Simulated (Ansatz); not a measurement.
Worked example: relaxation of the atoms of TlIO3 (R3m, 5 atoms in the cell) in Ansatz (a first-principles code).

Computed with LDA (PW92), default PAW files made with PBE (plane waves; Ansatz).

The change in words: one atom moved by 0.15 angstrom; relax: default → atoms; relax.f_tol: default → 0.005 eV/Å. Reference geometry:
```
CELL_PARAMETERS angstrom
      3.16025     1.82457     2.66340
     -3.16025     1.82457     2.66340
      0.00000    -3.64914     2.66340
ATOMIC_POSITIONS crystal
  Tl 0.00875 0.00875 0.00875
  I  0.50186 0.50186 0.50186
  O  0.90328 0.46189 0.46189
  O  0.46189 0.90328 0.46189
  O  0.46189 0.46189 0.90328
```

Reference input (self-consistent single point, DFT, LDA (PW92), plane waves, default PAW files made with PBE): basis.ecutwfc = 420 eV; kpoints.mp_grid.grid = 6 6 6; hamiltonian.xc = lda; hamiltonian.pseudopotentials = {kind: paw} (the program's default PAW files); scf.occupations.method = fermi_dirac; scf.occupations.width = 0.02 eV. This run's input differs from it in these lines:

```diff
@@ -7,3 +7,3 @@
   atoms:
-    - { symbol: Tl, position: [0.008750, 0.008750, 0.008750] }
+    - { symbol: Tl, position: [0.027523, 0.027523, 0.027523] }
     - { symbol: I, position: [0.501860, 0.501860, 0.501860] }
@@ -21,2 +21,4 @@
   occupations: { method: fermi_dirac, width: 0.02 eV }
+relax:
+  f_tol: 0.005
 output:
```

Output, abridged:

```
   [... SCF lines of the steps left out ...]
relax step   1: F+E_penalty+E_count = -20163.07184840 eV  Δ(F+E_penalty+E_count) = +0.000e0 eV  max|allowed force component| = 1.695e-1 eV/Å  Δτ_max = 0.0000 Å  (6 SCF iters, dr2 threshold 6.25e-7 eV, accepted)
relax step   2: F+E_penalty+E_count = -20163.07278182 eV  Δ(F+E_penalty+E_count) = -9.334e-4 eV  max|allowed force component| = 2.454e-1 eV/Å  Δτ_max = 0.0213 Å  (5 SCF iters, dr2 threshold 1.80e-6 eV, accepted)
relax step   3: F+E_penalty+E_count = -20163.07458732 eV  Δ(F+E_penalty+E_count) = -1.806e-3 eV  max|allowed force component| = 3.340e-2 eV/Å  Δτ_max = 0.0157 Å  (5 SCF iters, dr2 threshold 3.76e-6 eV, accepted)
relax step   4: F+E_penalty+E_count = -20163.07461072 eV  Δ(F+E_penalty+E_count) = -2.340e-5 eV  max|allowed force component| = 2.808e-3 eV/Å  Δτ_max = 0.0016 Å  (5 SCF iters, dr2 threshold 6.97e-8 eV, accepted)
relax step   5: F+E_penalty+E_count = -20163.07461072 eV  Δ(F+E_penalty+E_count) = -2.838e-10 eV  max|allowed force component| = 2.806e-3 eV/Å  Δτ_max = 0.0000 Å  (2 SCF iters, accepted)
the relaxation is at rest under the 6 symmetry operations that the run kept from its start: a minimum is not shown …
Stability not checked: this state was not tested for a lower state beside it, because too few of the mixer's solves of this state at the end of the SCF gave a …
Free energy (F): -20163.074611 eV
Internal energy: -20163.074611 eV  (E = F + TS)
E sigma→0 (E₀):  -20163.074611 eV
Fermi energy:    6.993182 eV
--- Forces (eV/Å), atoms counted from 1 ---
  atom   1  Tl    -0.00000000    -0.00000000     0.00028405
  atom   2  I     -0.00000000     0.00000000    -0.00241218
   [... lines left out ...]
    - { symbol: I, position: [0.5027588178965291, 0.5027588178965291, 0.502758817896529] }
    - { symbol: O, position: [0.9049737190290827, 0.46042282546754526, 0.46042282546754526] }
    - { symbol: O, position: [0.46042282546754526, 0.9049737190290827, 0.46042282546754526] }
    - { symbol: O, position: [0.4604228254675454, 0.4604228254675454, 0.904973719029083] }
```

The run converged. 

Summary of the result:
| Quantity | Value |
|---|---|
| Free energy E − TS (on the zero of these files) | -20163.0746 eV |
| Top of the valence band (on the code's own zero) | 5.72 eV |
| Gap on the k-point mesh | 2.56 eV |
| Pressure | -3.26 GPa |
| Largest force (vector length) | 0.003 eV/Å |
| Relaxation steps | 5 |

The starting cell comes from a database of computed structures (which also holds hypothetical and non-ambient phases and stackings), without a prior relaxation at this level. Its lattice was rescaled by up to half a per cent. For this run, on top of that: one atom moved by 0.15 angstrom. Spin-orbit coupling is off. The relaxation keeps the symmetry of its start, so its end need not be a minimum. Ansatz's pressure includes its estimate of the finite-basis (Pulay) stress. Without the estimate this run gives -3.82 GPa.

Cost on one core of a shared machine: roughly 30 s.

Keys are those of Ansatz 0.2.
